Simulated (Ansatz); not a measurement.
Ta3W (model structure, started from the A15 type, Pm-3n, No. 223, 8 atoms in the cell), treated with r²SCAN (Ansatz, a first-principles code, PAW).

Settings: plane-wave cutoff 560 eV, 12×12×12 k mesh, Fermi–Dirac smearing 0.05 eV, no spin polarisation, scalar-relativistic PAW data made under PBE.

Cell (relaxed at this level):

```cif
data_Ta6W2
_chemical_formula_sum 'Ta6 W2'
_space_group_name_H-M_alt 'P 1'
_space_group_IT_number 1
_cell_length_a 5.21835
_cell_length_b 5.21835
_cell_length_c 5.21835
_cell_angle_alpha 90.000
_cell_angle_beta 90.000
_cell_angle_gamma 90.000
loop_
_space_group_symop_operation_xyz
  'x, y, z'
loop_
_atom_site_label
_atom_site_type_symbol
_atom_site_fract_x
_atom_site_fract_y
_atom_site_fract_z
_atom_site_occupancy
Ta1 Ta 0.25000 0.00000 0.50000 1
Ta2 Ta 0.75000 0.00000 0.50000 1
Ta3 Ta 0.00000 0.50000 0.25000 1
Ta4 Ta 0.00000 0.50000 0.75000 1
Ta5 Ta 0.50000 0.25000 0.00000 1
Ta6 Ta 0.50000 0.75000 0.00000 1
W1 W 0.00000 0.00000 0.00000 1
W2 W 0.50000 0.50000 0.50000 1
```

Problem. Predict the bulk modulus.

Solution. 
- bulk modulus: 230 GPa

Note: the run has no spin polarisation, so it can have missed a magnetic state; the bulk modulus is −V dP/dV from two relaxed cells at ±2 % in volume; the relaxation could raise the start's symmetry but not lower it, so the cell can be a saddle point.

Spin–orbit coupling is not included.

It cost very roughly 7 core-minutes of CPU time.

A model structure was made by putting elements into a prototype or built by hand; it is no filed structure, need not be a known phase, and can be a saddle point held by its symmetry.
